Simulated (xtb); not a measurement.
xtb 6.7.1, GFN2-xTB: Al(k2OAc)3 (CC(=O)[O][Al]([O]C(C)=O)[O]C(C)=O), 22 atoms. The geometry is a generated start, not checked to be a minimum at this level.

```yaml
method: GFN2-xTB
"--acc": 1 (default)
"--etemp (K)": 300 (default)
detailed input (--input): "none: ANC optimiser, Lindh (1995) Hessian, microcycle=20, maxdispl=1.0, hlow=0.01 (default)"
basis_functions: 67
valence_electrons: 72
```

```xyz
22

Al     0.0108    -0.0011     0.0082
C      2.1507    -2.5666    -1.6228
C      1.2905    -1.5376    -0.9692
O      1.6578    -0.3340    -0.9041
O      0.1827    -1.8529    -0.4616
H      1.5278    -3.2828    -2.1508
H      2.8578    -2.0891    -2.2942
H      2.6997    -3.0946    -0.8448
C     -1.0863    -0.3923     3.5349
C     -0.6552    -0.2378     2.1156
O     -1.4970    -0.1055     1.1913
O      0.5676    -0.2442     1.8101
H     -0.4079     0.1539     4.1831
H     -2.1089    -0.0478     3.6537
H     -1.0328    -1.4485     3.7947
C     -1.0682     2.9787    -1.9300
C     -0.6358     1.7757    -1.1613
O     -0.8866     0.6147    -1.5752
O     -0.0127     1.8991    -0.0720
H     -0.3155     3.7561    -1.8418
H     -1.2420     2.7136    -2.9682
H     -1.9965     3.3431    -1.4955
```

The structure is relaxed from this start with --opt LEVEL for the levels crude, sloppy, loose, lax, normal, tight, vtight, extreme, once each. Up to the end of the extreme run atoms move by at most 0.13 Å along an axis.

Q: What is the loosest level that ends within 1 meV of the extreme run, and how many cycles does it take?

A: normal: 6 cycles against 44, ending 0.48 meV above.

| level | cycles | energy above the extreme run (meV) | gradient norm (eV/Å) |
|---|---|---|---|
| crude | 1 | 1.9 | 0.18 |
| sloppy | 1 | 1.9 | 0.18 |
| loose | 1 | 1.9 | 0.18 |
| lax | 2 | 1.4 | 0.11 |
| normal | 6 | 0.48 | 0.034 |
| tight | 9 | 0.39 | 0.020 |
| vtight | 44 | under 0.01 | 0.0024 |
| extreme | 44 | — | 0.0024 |
